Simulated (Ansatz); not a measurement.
**PBE against PBEsol: hypothetical Pm-3n AlN**

The reference is AlN (space group Pm-3n, No. 223; a = 5.372 Å; a hypothetical phase, not in the database extracts checked).

(Cell as relaxed with PBE.)

Levels (all Ansatz, an electronic-structure program, PAW): PBE (420 eV, without spin-orbit coupling); PBEsol (420 eV, no spin-orbit coupling).

Each level relaxes its own structure.

```tsv
quantity	PBE	PBEsol
volume per atom	12.92 Å³	(withheld)
lattice parameter a	5.372 Å	(withheld)
band gap	2.64 eV	(withheld)
gap character	direct at Γ	(withheld)
electron mass	0.33 mₑ	(withheld)
```

Problem. Predict the PBEsol column.

Solution. 
- volume per atom, PBEsol: 12.72 Å³
- lattice parameter a, PBEsol: 5.344 Å
- band gap, PBEsol: 2.54 eV
- gap character, PBEsol: direct at Γ
- electron mass, PBEsol: 0.33 mₑ

PBE's volume per atom lies 0.206 Å³ above PBEsol's (1.6 %); PBE's lattice parameter a lies 0.0287 Å above PBEsol's (0.5 %); PBE's band gap lies 0.092 eV above PBEsol's; the two agree on the gap character and electron mass. Neither level is exact; PBEsol is the comparison here, not a measurement.

Masses are band curvatures over ±0.01 Å⁻¹ around the edge. Whether these cells are dynamically stable was not tested.
